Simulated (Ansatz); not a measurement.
# Pressure series in ZnSe

Start from ZnSe in the zinc blende structure (space group F-43m, No. 216; a = 5.733 Å).

Cell and atoms are relaxed at each pressure.

Level of theory: PBE in Ansatz (plane waves to 420 eV, PAW, spin-orbit coupling left out), earlier PAW set.

```tsv
pressure (GPa)	volume per atom (Å³/atom)
-2	24.472
-1	23.985
0	23.554
0.7	23.270
1.5	?
3	22.456
5	21.858
7.5	21.214
10	20.658
```

Question: Fit the third-order Birch–Murnaghan form P(V) = (3B₀/2)[(V₀/V)^(7/3) − (V₀/V)^(5/3)]·[1 + (3/4)(B₀′ − 4)((V₀/V)^(2/3) − 1)] (squares taken in P) to the rows shown and predict the withheld row.

Answer: Least squares on the printed values gives V₀ = 23.550 Å³/atom, B₀ = 56.7 GPa, B₀′ = 4.5; this predicts 22.968 Å³/atom, and the run gives 22.969 Å³/atom, in agreement.

Measured bulk modulus of ZnSe: 62.4 GPa (temperature not stated; as listed in Cormac Toher et al., Physical Review Materials (2017)); the computed value is for a static lattice, so the two differ by thermal effects too.

Load acts through the strain it causes; cell and atoms are relaxed under it. Stability against distortions was not tested. Tetrahedral semiconductors of this kind turn to denser phases somewhere between about 1 and 50 GPa; those were not computed, so compressed cells here can lie past the real transition.

Ansatz is a quantum-chemistry and plane-wave program.
